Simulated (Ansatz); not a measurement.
The starting structures come from a database of crystals and need not be the phases stable at ambient conditions.

 Where the default PAW files enter, the runs use the earlier of Ansatz's two default sets.

Inside the gap of an insulator the Bloch states are evanescent, with a wavenumber k + iκ along the transport direction.

```xyz
12
Lattice="4.5544 0.0000 0.0000 -0.2562 8.2963 0.0000 0.0000 0.0000 7.0211" Properties=species:S:1:pos:R:3 pbc="T T T"
Ag     3.2546     6.0663     0.2789
Ag     1.0436     2.2300     6.7422
Ag     3.1927     6.3781     3.7895
Ag     1.1055     1.9182     3.2316
Ag     1.0758     4.7393     2.2729
Ag     3.2224     3.5570     4.7482
Ag     0.8171     7.7051     5.7835
Ag     3.4810     0.5912     1.2376
S      0.1316     7.0110     1.9946
S      4.1665     1.2853     5.0266
S      1.7613     5.4335     5.5051
S      2.5369     2.8628     1.5160
```

Space group of this cell: P2_1/c. The cell is taken as given; by PBEsol its mean pressure is -4.8 GPa.

Transport runs along the normal of the first two printed cell vectors.

The gap is the functional's own, uncorrected, and κ follows it; spin-orbit coupling is left out. Mid-gap values are interpolated between the computed energies.

### Question
Compute, with PBEsol (Ansatz, a first-principles code), the band gap and the smallest decay constant κ at mid-gap.

### Answer
Gap 1.15 eV on a 8×4×4 mesh; κ = 0.189 1/Å, at (0.500, 0.500) of the in-plane reciprocal vectors. At the zone centre, at the nearest computed energy, the slowest state has κ = 0.22 1/Å.
